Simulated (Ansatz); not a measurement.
Take AlCr₂C (space group P6_3/mmc, No. 194; non-magnetic) as the base.

```cif
data_C2Al2Cr4
_chemical_formula_sum 'Al2 Cr4 C2'
_space_group_name_H-M_alt 'P 1'
_space_group_IT_number 1
_cell_length_a 2.81185
_cell_length_b 2.81185
_cell_length_c 12.59915
_cell_angle_alpha 90.000
_cell_angle_beta 90.000
_cell_angle_gamma 120.000
loop_
_space_group_symop_operation_xyz
  'x, y, z'
loop_
_atom_site_label
_atom_site_type_symbol
_atom_site_fract_x
_atom_site_fract_y
_atom_site_fract_z
_atom_site_occupancy
Al1 Al 0.33333 0.66667 0.75000 1
Al2 Al 0.66667 0.33333 0.25000 1
Cr1 Cr 0.33333 0.66667 0.08437 1
Cr2 Cr 0.66667 0.33333 0.58437 1
Cr3 Cr 0.66667 0.33333 0.91563 1
Cr4 Cr 0.33333 0.66667 0.41563 1
C1 C 0.00000 0.00000 0.00000 1
C2 C 0.00000 0.00000 0.50000 1
```

Calculations: plane-wave PAW DFT at the PBEsol level (Ansatz, a program for electronic structure, 420 eV), no SOC.

Before the change:

The c/a ratio is 4.481. The lattice parameter a is 2.812 Å.

One thing is altered: Sc takes the place of Cr on all its sites; the structure is relaxed again.

Tabulated Pauling electronegativity and covalent radius: Cr 1.66, 1.39 Å; Sc 1.36, 1.70 Å.

**Question.** Predict the new c/a ratio and lattice parameter a.

**Answer.** The c/a ratio goes up by 0.108 (4.481 → 4.589); the lattice parameter a grows by 0.447 Å, from 2.812 Å to 3.259 Å.

Stability against distortions was not tested. For Sc2AlC in this form, whether it has been made was not checked. Seeded moments were not kept for the base. The final runs are not spin-polarised.
